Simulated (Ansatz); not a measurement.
Take SiC in the wurtzite structure (space group P6_3mc, No. 186; a = 3.0760 Å, c = 5.0478 Å) as the base. Axes: x lies along a and z along c of the hexagonal cell.

Method: PBEsol (Ansatz, a program for electronic structure; PAW; 420 eV plane waves; spin-orbit coupling left out).

Strains are applied to the cell and any free atomic positions relax.

One change was made to it. Results:

```tsv
quantity	base	after
band gap	2.12 eV	2.06 eV
energy relative to the base (free energy F)	0 meV/atom	+3.4 meV/atom
```

Q: What was done to the base?
(A) tensor shear ε_xz = +2.00 %
(B) tensor shear ε_xz = +1.33 %
(C) tensor shear ε_xz = +1.67 %
(D) tensor shear ε_xz = +0.33 %
(E) tensor shear ε_xz = +0.67 %

A: B, tensor shear ε_xz = +1.33 %. For comparison, the energy relative to the base in the other runs: tensor shear ε_xz = +0.67 % gives +0.9 meV/atom; tensor shear ε_xz = +0.33 % gives +0.2 meV/atom; tensor shear ε_xz = +2.00 % gives +7.7 meV/atom; tensor shear ε_xz = +1.67 % gives +5.4 meV/atom.

Gaps are read on the SCF mesh and a high-symmetry path. Whether these cells are dynamically stable was not tested.
